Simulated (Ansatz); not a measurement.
The reference is GaP in the zinc blende structure (space group F-43m, No. 216; a = 5.451 Å).

Level of theory: r2SCAN (Ansatz, an electronic-structure program), no spin-orbit coupling.

For the base:

| Property | Result |
|---|---|
| Lattice parameter a | 5.451 Å |
| Band gap | 1.85 eV |
| Gap character | indirect, Γ → Γ–X (87 % along) |

Modification: cell and atoms relaxed at a pressure of 15 GPa.

**Question.** Predict the new lattice parameter a.

**Answer.** The lattice parameter a decreases by 0.2296 Å to 5.222 Å.

**Question.** Predict the new band gap.

**Answer.** The band gap decreases by 0.263 eV (1.85 eV → 1.58 eV).

**Question.** How does this affect the gap character?

**Answer.** The gap character is still indirect, Γ → Γ–X (87 % along).

Load acts through the strain it causes; cell and atoms are relaxed under it. Stability against distortions was not tested. Tetrahedral semiconductors of this kind turn to denser phases somewhere between about 1 and 50 GPa; those were not computed, so compressed cells here can lie past the real transition.
